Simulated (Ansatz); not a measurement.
Take CsSnI3 in the cubic perovskite structure (space group Pm-3m, No. 221) as the base.

```
CsSnI3
1.0
    6.13052     0.00000     0.00000
    0.00000     6.13052     0.00000
    0.00000     0.00000     6.13052
Cs Sn I
1 1 3
Direct
  0.00000   0.00000   0.00000
  0.50000   0.50000   0.50000
  0.50000   0.00000   0.50000
  0.00000   0.50000   0.50000
  0.50000   0.50000   0.00000
```

All numbers come from PBEsol in Ansatz (plane waves to 420 eV, PAW, no spin-orbit coupling).

For the base:

```
Property    Value
--------  -------
Band gap  0.10 eV
```

Modification: every lattice vector is stretched by 2.40 %, atoms relaxed at fixed cell.

Task: Predict the new electron mass, band gap and energy relative to the base.

Result: The electron mass (degenerate bands, along [100]) comes out as 0.034, 0.71, 0.71 mₑ (at R); the band gap increases by 0.32 eV (0.10 eV → 0.42 eV); the energy grows by 12 meV/atom.

Spin-orbit coupling, missing from the scalar runs, can matter with I. The cells carry an imposed strain or load. Effective masses come from finite differences of ±0.01 Å⁻¹. Whether these cells are dynamically stable was not tested. Many cubic perovskites are stable only at high temperature; tilts and polar distortions were not tested. The zero or small gap of CsSnI3 can change with the level of theory.

Ansatz is a first-principles code.
